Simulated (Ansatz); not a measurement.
Base system: Pd in the fcc (Cu type) structure (space group Fm-3m, No. 225; a = 3.910 Å; relaxed with 0.1 eV smearing). Axes: x, y, z lie along the cube axes.

Structures relaxed with r2SCAN/PAW in Ansatz (a quantum-chemistry and plane-wave program), no spin-orbit coupling.

Base:

Simulated powder pattern, Cu Kα1, λ = 1.54056 Å (kinematic, ideal powder, no thermal factors, no anomalous dispersion; the 8 strongest lines at most, above 2 %, up to 2θ = 90°):

```json
[
 {"2θ (°)": "39.90", "I/Imax (%)": "100", "hkl": "(111)"},
 {"2θ (°)": "46.40", "I/Imax (%)": "48", "hkl": "(200)"},
 {"2θ (°)": "67.72", "I/Imax (%)": "29", "hkl": "(220)"},
 {"2θ (°)": "81.58", "I/Imax (%)": "34", "hkl": "(311)"},
 {"2θ (°)": "86.06", "I/Imax (%)": "10", "hkl": "(222)"}
]
```

Perturbation: tensile biaxial strain of 0.83 % in the plane normal to [111], as in epitaxy on a mismatched substrate; the out-of-plane cell vector and the atoms relax.

After the change:

Simulated powder pattern, Cu Kα1, λ = 1.54056 Å (kinematic, ideal powder, no thermal factors, no anomalous dispersion; the 8 strongest lines at most, above 2 %, up to 2θ = 90°):

```tsv
2θ (°)	I/Imax (%)	hkl
39.63	100	(1 1 -1)
40.23	32	(111)
46.26	63	(200)
67.09	19	(2 0 -2)
67.92	19	(220)
80.82	11	(1 1 -3)
81.21	23	(3 1 -1)
81.98	11	(311)
```

The indices refer to the base's conventional cell; one index is shown for lines that coincide. The space group is now R-3m (No. 166).

Whether these cells are dynamically stable was not tested. All final runs are without spin polarisation. Pd has a high density of states at the Fermi level and may be magnetic at this level.
